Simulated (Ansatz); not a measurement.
A user runs Ansatz (a first-principles code) on K₂InGaI₆ (Fm-3m, 10 atoms in the cell) and asks whether the run is sound. The aim is a self-consistent single point with DFT, LDA (PW92), plane waves, default PAW files made with PBE.

Cell that was meant: a = 8.0821 Å, b = 8.0821 Å, c = 8.0821 Å, α = 60.00°, β = 60.00°, γ = 60.00°.

Part of the input:

Ansatz 0.2 input:
```yaml
    - { symbol: I, position: [0.74910000, 0.25090000, 0.74910000] }
    - { symbol: I, position: [0.25090000, 0.25090000, 0.74910000] }
    - { symbol: I, position: [0.74910000, 0.74910000, 0.25090000] }
basis:
  ecutwfc: 60
kpoints:
  mp_grid: { grid: [5, 5, 5] }
hamiltonian:
```

Output, abridged:

```
   [... lines left out ...]
PAW frozen core: I, regenerated for the run's functional, and the local potential with it
Initial density: superposition of atomic densities (neutral atoms: chi_scale 0, normalization atom), corrected by the library's trained network
Initial wavefunctions: pseudopotential atomic-orbital guess
Eigensolver: davidson
Functional: x = slater, c = lda
SCF iter   1: F=—  HF=-52715.359736 eV  |F-HF|=—  |Δ(HF+E_count)|=         —  Δρ=1.30e0  dr2=5.68e3  ethr=1.77e-3  ⟨swp⟩=10.8  Hψ=4887  notcnv=0
all-band conjugate gradients solve this SCF's bands
preconditioner: auto → LDOS
SCF iter   2: F=—  HF=-49626.730082 eV  |F-HF|=—  |Δ(HF+E_count)|=    3.09e3  Δρ=2.34e-1  dr2=4.11e2  ethr=1.77e-3  ⟨swp⟩=6.3  Hψ=5928  notcnv=0  defer=73
   [... lines left out ...]
SCF iter  12: F=—  HF=-49442.290874 eV  |F-HF|=—  |Δ(HF+E_count)|=   3.23e-5  Δρ=1.62e-5  dr2=4.57e-6  ethr=9.13e-8  ⟨swp⟩=1.0  Hψ=820  notcnv=0  defer=60
SCF iter  13: F=—  HF=-49442.290848 eV  |F-HF|=—  |Δ(HF+E_count)|=   2.56e-5  Δρ=1.44e-6  dr2=1.58e-8  ethr=6.85e-11  ⟨swp⟩=12.1  Hψ=4103  notcnv=0
SCF iter  14: F=-49442.290848 eV  HF=-49442.290848 eV  |F-HF|=1.87e-9  |Δ(HF+E_count)|=   2.85e-9  Δρ=3.66e-7  dr2=2.05e-9  ethr=1.08e-11  ⟨swp⟩=1.0  Hψ=1764  notcnv=0
SCF 1 converged in 14 iterations: F = -49442.290848 eV  dr2 = 2.05e-9
Free energy (F): -49442.290848 eV
Internal energy: -49442.223213 eV  (E = F + TS)
E sigma→0 (E₀):  -49442.257030 eV
Entropy (-TS):   -0.067636 eV (-6.764 meV/atom)
Fermi energy:    7.827603 eV
--- Forces (eV/Å), atoms counted from 1 ---
  atom   1  K      0.00000000     0.00000000     0.00000000
  atom   2  K      0.00000000     0.00000000    -0.00000000
  atom   3  In    -0.00000000     0.00000000     0.00000000
  atom   4  Ga    -0.00000000     0.00000000     0.00000000
  atom   5  I     -4.37582363    -0.00000000     0.00000000
  atom   6  I      4.37582363    -0.00000000     0.00000000
  atom   7  I      0.00000000    -4.37582363    -0.00000000
   [... lines left out ...]
  atom  10  I     -0.00000000     0.00000000     4.37582363
--- Stress (GPa, compression-positive) ---
     -142.019993       0.000000       0.000000
       -0.000000    -142.019993      -0.000000
        0.000000       0.000000    -142.019993
  P = ⅓ Tr σ = -142.0200 GPa (-1420.200 kbar)
  The stress holds the Pulay correction. Without it, at fixed plane waves, as pw.x and ABINIT print it: P = -1415.1205 GPa
```

### Question
Is anything amiss in this input, and did it matter?

### Answer
The run is not sound. The fault is this: a cutoff meant in Ry typed as a bare number, read as eV. A bare number is read in the key's own unit, and eV, Ry (13.6 eV) and Ha (27.2 eV) lie far apart, so the setting ends up far from the one that was meant. To fix it, convert the value to the unit that the key expects. The run converged in 14 iterations without an error; against the sound input the free energy goes up by 686 eV/atom, the pressure goes from 0.89 to -142.0 GPa and the largest force goes from 0.204 to 4.376 eV/Å. At a fixed set of plane waves, without the program's Pulay estimate, the pressure is -1415.12 GPa against 0.87 GPa.

The sound input it was made from differs as follows (other fixes are possible):
```diff
-basis:
-  ecutwfc: 60
```

With that input, the run converged in 8 iterations: free energy E − TS (on the zero of these files) -56299.5357 eV; Fermi level (on the code's own zero) 5.89 eV; pressure 0.89 GPa; largest force (vector length) 0.204 eV/Å (DFT, LDA (PW92), plane waves, default PAW files made with PBE).

On the sound input: the starting cell was generated: these elements placed on a structure prototype, without a prior relaxation; it need not be a known phase or ordering of this composition. Spin-orbit coupling is off. Ansatz's pressure includes its estimate of the finite-basis (Pulay) stress. The run gives no clean gap (levels at the Fermi energy touch, overlap or are partly filled at this smearing), which alone does not show that the compound is a metal.
